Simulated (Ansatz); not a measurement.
An Ansatz (a first-principles code) run: K with a change (pressure 1.5 GPa); Ansatz r2SCAN, spin-orbit coupling left out, earlier PAW set.

Input:

Ansatz 0.2 input:
```yaml
crystal:
  lattice:
    - [-2.5414475099, 2.5414475099, 2.5414475099]
    - [2.5414475099, -2.5414475099, 2.5414475099]
    - [2.5414475099, 2.5414475099, -2.5414475099]
  atoms:
    - { symbol: K, position: [0, 0, 0] }
basis: { ecutwfc: 500, ecutrho_ratio: 4, xc_grid: 4, fft_grid_basis: typed }
kpoints: { mp_grid: { grid: [12, 12, 12] } }
hamiltonian:
  xc: r2scan
  dispersion: none
  pseudopotentials: { azcp: { folder: ./paw }, kind: paw }
scf: { occupations: { method: fermi_dirac, width: 0.05 } }
relax: { f_tol: 0.01, max_steps: 60, cell: { stress_tol: 0.02, p_target: 1.5 } }
output: { forces: true, stress: true }
checkpoint: { write: state.ck, write_every: 1000 }
```

Output (explanatory and most iteration lines left out):

```
Relaxation: its limit of steps is 60 (relax.max_steps)
Pseudopotential: K, paw, valence charge 9
Crystal: 1 atoms, lattice volume = 65.660 Å³
Basis set: ecut = 500 eV, 1601 PW (Γ), exchange–correlation on 144×144×144 points (64 copies of the dense FFT grid, shifted against one another)
Bands: 9, of which v1, the nominal top of the filled ones, is band 5 counted from 1 (4 counted from 0)
Symmetry: 48 space group operations
Space group: Im-3m (ITA 229), of the structure as read, at distance tolerance 4.0e-5 Å
k-points: 72 of 1728
Functional: x = r2scan, c = r2scan; τ floored in thin density (d = 2e-4 eV/Å³)
SCF iter   1: F=—  HF=-1542.460268 eV  |F-HF|=—  |Δ(HF+E_count)|=         —  Δρ=4.93e-3  dr2=2.75e-2  dr2_τ=6.50e-4  ethr=3.16e-4  ⟨swp⟩=1.0  Hψ=6230  notcnv=0
SCF iter   2: F=—  HF=-1542.460419 eV  |F-HF|=—  |Δ(HF+E_count)|=   1.51e-4  Δρ=2.80e-3  dr2=1.23e-2  dr2_τ=1.13e-4  ethr=3.06e-4  ⟨swp⟩=2.5  Hψ=1092  notcnv=0
SCF 1 converged in 6 iterations: F = -1542.461100 eV  dr2 = 2.95e-8
relax step   1: F+E_penalty+E_count = -1542.46109991 eV  Δ(F+E_penalty+E_count) = +0.000e0 eV  max|allowed force component| = 0.000e0 eV/Å  Δτ_max = 0.0000 Å  P = +0.696 GPa  Ω = 65.660 Å³  (6 SCF iters, dr2 threshold 1.00e-7 eV, accepted)
[... steps on the carried basis left out ...]
relax step   5: F+E_penalty+E_count = -1542.41464470 eV  Δ(F+E_penalty+E_count) = +2.054e-4 eV  max|allowed force component| = 0.000e0 eV/Å  Δτ_max = 0.0000 Å  P = +1.489 GPa  Ω = 58.647 Å³  stress off target by 1.13e-2 GPa  SCF on the basis re-selected at this cell (its energy is not comparable with the rows above)  (6 SCF iters)
SCF converged after 6 iterations
Free energy (F): -1542.414645 eV
Internal energy: -1542.408097 eV  (E = F + TS)
E sigma→0 (E₀):  -1542.411371 eV
Entropy (-TS):   -0.006548 eV (-6.548 meV/atom)
Fermi energy:    2.853067 eV
--- Forces (eV/Å), atoms counted from 1 ---
  atom   1  K      0.00000000    -0.00000000    -0.00000000
--- Stress (GPa, compression-positive) ---
        1.488701       0.000000       0.000000
       -0.000000       1.488701      -0.000000
       -0.000000      -0.000000       1.488701
  P = ⅓ Tr σ = 1.4887 GPa (14.887 kbar)
--- Relaxed structure (4 steps of the walk, 4 accepted, 1 SCFs on fresh bases) ---
  cell:  # Å, volume = 58.6473 Å³
    - [-2.4475367830567376, 2.4475367830567376, 2.4475367830567376]
    - [2.4475367830567376, -2.4475367830567376, 2.4475367830567376]
    - [2.4475367830567376, 2.4475367830567376, -2.4475367830567376]
  atoms:
    - { symbol: K, position: [0.0, 0.0, 0.0] }
```

Load acts through the strain it causes; cell and atoms are relaxed under it. No phonon test of stability was made. The cell was made from K in the bcc (W type) structure (space group Im-3m, No. 229) by this change: pressure 1.5 GPa.
